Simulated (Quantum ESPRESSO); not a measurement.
Quick settings and what they miss: Pb (Fm-3m, 1 atom in the cell)

Self-consistent single point.

```xyz
1
Lattice="-2.4698 0.0000 2.4698 0.0000 2.4698 2.4698 -2.4698 2.4698 0.0000" Properties=species:S:1:pos:R:3 pbc="T T T"
Pb     0.0000     0.0000     0.0000
```

Method of the run: revPBE, PSlibrary ultrasoft (PBE, semicore) pseudopotentials (plane waves; Quantum ESPRESSO 7.5).

Base settings: ecutwfc = 55 Ry; ecutrho = 330 Ry; occupations = smearing; smearing = marzari-vanderbilt; degauss = 0.0099958 Ry; input_dft = revpbe; potentials = {Pb: Pb.pbe-dn-rrkjus_psl.1.0.0.UPF}; K_POINTS = automatic 9 9 9 0 0 0; conv_thr = 1e-10 Ry; mixing_beta = 0.4.

Tight run (finer mesh or higher cutoff; not a proven limit): ecutwfc: 55 Ry → 77 Ry; ecutrho: 330 Ry → 462 Ry; conv_thr: 1e-10 Ry → 7.3e-11 Ry; K_POINTS: automatic 9 9 9 0 0 0 → automatic 13 13 13 0 0 0. It gave Fermi level (on the code's own zero) 11.49 eV; pressure 3.86 GPa.

Quick runs, as changes from the base:
- A: the base itself
- B: ecutwfc: 55 Ry → 33 Ry; ecutrho: 330 Ry → 198 Ry; degauss: 0.0099958 Ry → 0.036749 Ry; conv_thr: 1e-10 Ry → 7.3e-05 Ry; K_POINTS: automatic 9 9 9 0 0 0 → automatic 1 1 1 0 0 0
- C: ecutwfc: 55 Ry → 33 Ry; ecutrho: 330 Ry → 198 Ry; K_POINTS: automatic 9 9 9 0 0 0 → automatic 3 3 3 0 0 0
- D: ecutwfc: 55 Ry → 44 Ry; ecutrho: 330 Ry → 264 Ry; K_POINTS: automatic 9 9 9 0 0 0 → automatic 2 2 2 0 0 0
- E: ecutwfc: 55 Ry → 33 Ry; ecutrho: 330 Ry → 198 Ry; smearing: marzari-vanderbilt → gaussian; degauss: 0.0099958 Ry → 0.019992 Ry; K_POINTS: automatic 9 9 9 0 0 0 → automatic 6 6 6 0 0 0
- F: ecutwfc: 55 Ry → 28 Ry; ecutrho: 330 Ry → 168 Ry; conv_thr: 1e-10 Ry → 7.3e-06 Ry; K_POINTS: automatic 9 9 9 0 0 0 → automatic 4 4 4 1 1 1

Energies are extrapolated to zero smearing width, which holds to low order in the width alone (under cold and Methfessel-Paxton smearing the free energy itself is taken).

The count of work is k-points × plane waves × bands × iterations; it is no time. 

The starting cell comes from a database of computed structures (which also holds hypothetical and non-ambient phases and stackings), without a prior relaxation at this level. Its lattice was rescaled by a random factor within 2.5 % of one.

```tsv
run	energy less tight (meV/atom)	pressure less tight (GPa)	count of work / tight
A	72.9	-1.26	0.25
B	13599.1	-60.83	0.0015
C	3113.7	-105.26	0.013
D	-1579.6	-10.55	0.015
E	2817.0	-99.22	0.054
F	11983.3	-327.84	0.018
```

Among the runs at the tight run's level, the energy misses run from 72.9 to 13599.1 meV/atom.
